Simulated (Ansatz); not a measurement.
Start from ZrS2 in the CdI2 type structure (space group P-3m1, No. 164; a = 3.5781 Å, c = 5.5401 Å; layered, stacked along the Cartesian z axis). Axes: x lies along a and z along c of the hexagonal cell.

One thing is altered: the cell is stretched by 1.50 % along z with no lateral relaxation, atoms relaxed at fixed cell.

Calculations: PBEsol-D3(BJ)/PAW in Ansatz (a program for electronic structure), no spin-orbit coupling.

Base, band edges from the VBM (valence, conduction): K -1.73, 1.97; H -2.22, 2.13; M -1.74, 0.53; L -0.94, 0.29; A -0.66, 1.14; Γ 0.00, 1.22 eV.

Question: Give the band edges at the high-symmetry points of the new zone, measured from its valence-band maximum.

Answer: 
| point | valence edge (eV) | conduction edge (eV) |
|---|---|---|
| Γ | 0.00 | 1.32 |
| M | -1.58 | 0.63 |
| K | -1.67 | 2.09 |
| A | -0.52 | 1.25 |
| L | -0.90 | 0.38 |
| H | -2.14 | 2.23 |

The gap is 0.38 eV, indirect, Γ → L.

The cells carry an imposed strain or load. No phonon test of stability was made.
